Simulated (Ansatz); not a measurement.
# A constructed model of the (0001) surface of wurtzite CdSe, Cd-terminated, Cd trimer, 2x2 (bottom of the slab: 2 H on 4 bottom sites)

Method: PBE (plane waves to 420 eV, PAW; Ansatz, a first-principles code).

Set-up: 37 atoms, 16.0 Å thick at the start with caps and adatoms; mesh 3x3x1; 0.025 eV smearing; dipole correction on; 8 atoms held, the rest relaxed; held to the start's symmetry, so lower structures may exist; no spin, no spin-orbit, no U. It is one candidate, not shown to be the stable structure of the face.

```
Quantity                                                                          Value
-----------------------------------------------  --------------------------------------
gap of the slab on its k-mesh                                                   0.37 eV
highest filled level below the top vacuum level                                 3.52 eV
energy released by relaxation                                                   1.19 eV
cost                                             about 17 core-minutes (a rough figure)
```
